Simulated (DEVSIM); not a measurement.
Structure: abrupt Si p-n junction, at 300 K.

```
layer (left to right)  material  thickness (μm)  Nd (cm⁻³)  Na (cm⁻³)  τn (s)  τp (s)
---------------------  --------  --------------  ---------  ---------  ------  ------
1                            Si            78.0          -     2.7e16  9.4e-8  9.4e-7
2                            Si             100     1.2e14          -  9.4e-7  9.4e-7
```

Left contact: ohmic. Right contact: ohmic. Voltage is applied to the left contact. Recombination: SRH at mid-gap. Mobility is μmin + (μ − μmin)/(1 + (N/Nref)^α).

Constants are typed, rounded textbook-type inputs, not results; the design itself was drawn at random and stands for no fabricated device. Values at 300 K.

```csv
parameter,Si
gap (eV),1.124
affinity (eV),4.05
permittivity,11.7
Nc (cm⁻³),2.86e19
Nv (cm⁻³),3.1e19
μn (cm²/Vs),1417
μp (cm²/Vs),470
"μn,min",52
"μp,min",45
"Nref,n",9.7e16
"Nref,p",2.2e17
αn,0.68
αp,0.72
```

DEVSIM, 1D drift-diffusion, Boltzmann statistics, complete ionisation; no tunnelling, impact ionisation, image-force lowering or self-heating.

Problem. Tabulate band edges, carrier densities and field at -20.0 V on the left contact.

Solution. Energies count from the Fermi level of the right contact; mesh points crowd at the junctions.

```csv
x (μm),Ec (eV),Ev (eV),n (cm⁻³),p (cm⁻³),field (V/cm)
0.000,20.942,19.818,4300,2.7e16,≈ 0
0.06459,20.942,19.818,4300,2.7e16,≈ 0
0.3029,20.942,19.818,4300,2.7e16,≈ 0
1.232,20.942,19.818,4300,2.7e16,≈ 0
6.946,20.942,19.818,4300,2.7e16,≈ 0
26.76,20.942,19.818,4100,2.7e16,≈ 0
62.12,20.942,19.818,2700,2.7e16,≈ 0
75.27,20.942,19.818,670,2.7e16,≈ 0
77.28,20.942,19.818,180,2.7e16,≈ 0
77.82,20.942,19.818,< 1e2,2.7e16,-78
77.97,20.891,19.767,< 1e2,3.7e15,-16000
78.03,20.729,19.605,< 1e2,7.0e12,-28000
78.19,20.295,19.171,1700,960000,-27000
78.78,18.735,17.611,11000,590000,-26000
82.61,10.079,8.954,100000,570000,-19000
95.80,0.320,-0.804,1.2e14,81000,≈ 0
138.9,0.320,-0.804,1.2e14,740000,≈ 0
167.4,0.320,-0.804,1.2e14,920000,≈ 0
176.2,0.320,-0.804,1.2e14,960000,≈ 0
177.5,0.320,-0.804,1.2e14,970000,≈ 0
177.9,0.320,-0.804,1.2e14,970000,≈ 0
178.0,0.320,-0.804,1.2e14,970000,≈ 0
```
